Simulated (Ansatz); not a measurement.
Nb: biaxial strain −2.00 %, plane normal [001], relaxed out of plane

Consider Nb in the bcc (W type) structure (space group Im-3m, No. 229; a = 3.2729 Å; relaxed with 0.1 eV smearing). Axes: x, y, z lie along the cube axes.

Modification: compressive biaxial strain of 2.00 % in the plane normal to [001], as in epitaxy on a mismatched substrate; the out-of-plane cell vector and the atoms relax.

Level of theory: Kohn–Sham DFT with the PBEsol functional, run in Ansatz (an electronic-structure program) with PAW and 420 eV plane waves, no spin-orbit coupling. Settings: 28×28×28 k-points, 0.1 eV Fermi–Dirac smearing.

```csv
quantity,base,changed,shift
volume per atom,17.53 Å³,17.19 Å³,-0.34 Å³
space group,Im-3m (No. 229),I4/mmm (No. 139),–
shortest interatomic distance,2.834 Å,2.817 Å,-0.017 Å
energy relative to the base (free energy F),0 meV/atom,+12 meV/atom,+12 meV/atom
"pressure (mean of the normal stresses, compression positive)",0.0 GPa,3.8 GPa,+3.8 GPa
band gap,zero,zero,–
out-of-plane strain,–,+2.12 %,–
ratio −ε⊥/ε∥,–,1.06,–
mean in-plane stress (compression positive),–,+5.6 GPa,–
```

No phonon test of stability was made. All final runs are without spin polarisation.
